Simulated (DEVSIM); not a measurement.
System: CdS/CdTe n-p heterojunction, at 400 K.

| layer (left to right) | material | thickness (μm) | Nd (cm⁻³) | Na (cm⁻³) | τn (s) | τp (s) |
|---|---|---|---|---|---|---|
| 1 | CdS | 0.0920 | 1.3e16 | - | 7e-10 | 7e-10 |
| 2 | CdTe | 3.60 | - | 7.2e17 | 7e-10 | 7e-10 |

Left contact: ohmic. Right contact: ohmic. Voltage is applied to the left contact. Recombination: SRH at mid-gap, radiative. Mobility is μmin + (μ − μmin)/(1 + (N/Nref)^α).

The device is made up for the run: typed textbook-type constants, with dimensions and the other settings drawn at random. Values at 300 K; Nc and Nv go as T^1.5, mobilities as T to minus their exponent, the gap by Varshni's rule with the affinity fixed.

```csv
parameter,CdS,CdTe
gap (eV),2.4,1.5
affinity (eV),4.3,4.28
permittivity,9,10.2
Nc (cm⁻³),2.2e18,8e17
Nv (cm⁻³),1.8e19,1.8e19
μn (cm²/Vs),300,1000
μp (cm²/Vs),25,80
"μn,min",30,100
"μp,min",3,10
"Nref,n",1e17,1e17
"Nref,p",1e17,1e17
αn,0.6,0.6
αp,0.6,0.6
T exponent of μn,1.5,1.7
T exponent of μp,1.5,1.5
B (cm³/s),1e-10,1e-10
Varshni α (eV/K),0.00039,0.00031
Varshni β (K),103,108
```

Model (solved in DEVSIM): 1D drift-diffusion, Boltzmann statistics, complete ionisation; no tunnelling, impact ionisation, image-force lowering or self-heating. Band offsets follow the typed affinities; no thermionic-emission limit at abrupt steps, no polarisation charge.

The doping Nd of layer 1 was swept, all else fixed.

| doping Nd of layer 1 (cm^-3) | potential step across the device at zero bias (V) | dark forward voltage at 100 A/cm² (V) | largest field in the device at zero bias (V/cm) |
|---|---|---|---|
| 3.9e14 | 1.012 | 1.198 | 100000 |
| 1.3e15 | 1.054 | 1.184 | 110000 |
| 3.9e15 | 1.092 | 1.179 | 110000 |
| 1.3e16 | 1.133 | 1.177 | 130000 |
| 3.9e16 | 1.171 | 1.176 | 150000 |
| 1.3e17 | 1.213 | 1.175 | 230000 |
| 3.9e17 | 1.250 | 1.174 | 350000 |

From the first row to the last the potential step across the device at zero bias goes from 1.012 to 1.250. From the first row to the last the dark forward voltage at 100 A/cm² goes from 1.198 to 1.174.
